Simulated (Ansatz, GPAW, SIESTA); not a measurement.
**Code comparison for TaGa3 (P1, 4 atoms in the cell)**

Self-consistent single point, at a second geometry (atoms moved at random). First geometry:

```
CELL_PARAMETERS angstrom
     -1.89517     1.89517     4.33188
      1.89517    -1.89517     4.33188
      1.89517     1.89517    -4.33188
ATOMIC_POSITIONS crystal
  Ta 0.00000 0.00000 0.00000
  Ga 0.50000 0.50000 0.00000
  Ga 0.75000 0.25000 0.50000
  Ga 0.25000 0.75000 0.50000
```

Second geometry:
```
TaGa3
1.0
   -1.89517     1.89517     4.33188
    1.89517    -1.89517     4.33188
    1.89517     1.89517    -4.33188
Ta Ga
1 3
Cartesian
 -0.05623  -0.01651  -0.02285
  0.04933   0.00761   4.37684
  0.02249   1.91380   2.17096
  1.87958  -0.00973   2.13882
```

Shared settings, as Ansatz (a first-principles code) writes them: kpoints.mp_grid.grid = 9 9 9; scf.occupations.method = fermi_dirac; scf.occupations.width = 0.0073 Ry. Potentials and cutoffs stand in the table.

| code | model | ΔF from the first geometry (meV/atom) | pressure (GPa) | largest force (eV/Å) | cutoff |
|---|---|---|---|---|---|
| Ansatz | LDA (PW92), PAW files made with PBE | 15.3 | -4.76 | 0.990 | default |
| GPAW | LDA (Perdew-Wang 92), GPAW PAW datasets LDA (gpaw-data 1.0.1) | 16.1 | -3.63 | 1.023 | 550 eV |
| SIESTA | LDA PW92, numerical atomic orbitals TZP, PseudoDojo LDA standard norm-conserving potentials (rewritten from UPF to PSML) | 16.4 | -5.02 | 1.027 | grid 400 Ry |

Size of the force on each atom (eV/Å): Sizes of forces hide their directions.

```csv
code,Ta1,Ga2,Ga3,Ga4
Ansatz,0.990,0.892,0.259,0.236
GPAW,1.023,0.929,0.279,0.262
SIESTA,1.027,0.972,0.270,0.282
```

On Ansatz's run: spin-orbit coupling is off. Spin polarisation is off.

The spread over the programs that give each value: ΔF from the first geometry within 1.1 meV/atom; pressure within 1.39 GPa; largest force within 0.037 eV/Å.

SIESTA uses small atom-centred bases, whose incompleteness enters pressures, forces and empty levels differently from a plane-wave cutoff. Ansatz's pressure is given at a fixed set of plane waves, as the other plane-wave codes print theirs.

The starting cell comes from a database of computed structures (which also holds hypothetical and non-ambient phases and stackings), without a prior relaxation at this level. For this run, on top of that: atoms moved at random.

Keys are those of Ansatz 0.2.
